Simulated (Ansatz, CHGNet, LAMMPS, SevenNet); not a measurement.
## How well does each level of theory give the lattice parameter a of CsCl-type TiCo?

Reference value: 2.995 Å (measured, room temperature, not corrected to a static lattice; as tabulated in Yamada et al. (2019), arXiv:1910.09660).

| level (code) | value (Å) | difference (%) |
|---|---|---|
| Lennard-Jones jacobson2022 (LAMMPS) | 3.079 | +2.80 |
| CHGNet-r²SCAN (CHGNet) | 2.978 | -0.57 |
| SevenNet-0 (SevenNet) | 2.979 | -0.53 |
| LDA (Ansatz) | 2.902 | -3.11 |
| PBE (Ansatz) | 2.972 | -0.77 |
| PBEsol (Ansatz) | 2.933 | -2.07 |
| PBE-D3(BJ) (Ansatz) | 2.935 | -2.00 |
| PBE-D4 (Ansatz) | 2.952 | -1.44 |
| rVV10 (Ansatz) | 2.983 | -0.40 |
| r²SCAN (Ansatz) | 2.951 | -1.47 |
| HSE06 (Ansatz) | 2.938 | -1.90 |
| PBE0 (Ansatz) | 2.937 | -1.94 |

Leaving aside Lennard-Jones jacobson2022, which can be fitted to such values or carry a doubt: The reference is not for a static lattice or low temperature, so close values are not ranked against it. Off by more than 1.25 % (a bound picked here): LDA (-3.11 %), PBEsol (-2.07 %), PBE-D3(BJ) (-2.00 %), PBE-D4 (-1.44 %), r²SCAN (-1.47 %), HSE06 (-1.90 %), PBE0 (-1.94 %).

The reference has no zero-point or thermal correction, while the calculations are for a static lattice, so the differences are not the levels' errors alone. A static lattice is as a rule a little smaller than the measured one. The crystal itself was run without spin with LDA, PBE, PBEsol, PBE-D3(BJ), PBE-D4, rVV10, r²SCAN, HSE06, PBE0. Lennard-Jones jacobson2022: the pair parameters belong to the elements and are mixed by rule. Lennard-Jones jacobson2022: pair potentials favour close packing, so symmetry can be all that holds this lattice. HSE06: hybrids on metals are sensitive to the k mesh and can open a false gap. PBE0: the run has no spin polarisation, so it can have missed a magnetic state. Cutoffs and k meshes differ between the levels. Ansatz's density-functional and Hartree–Fock values are scalar-relativistic unless marked +SOC, with PAW data made under PBE.

Empirical potentials (Lennard-Jones jacobson2022) are fitted to chosen data, which need not cover the solid at hand: agreement can be built in, and what lay outside the fit can be far off. Machine-learned potentials (CHGNet-r²SCAN, SevenNet-0) are trained on DFT data, which may include these solids.

Differences are worked out from the printed values.

Ansatz is a first-principles code.
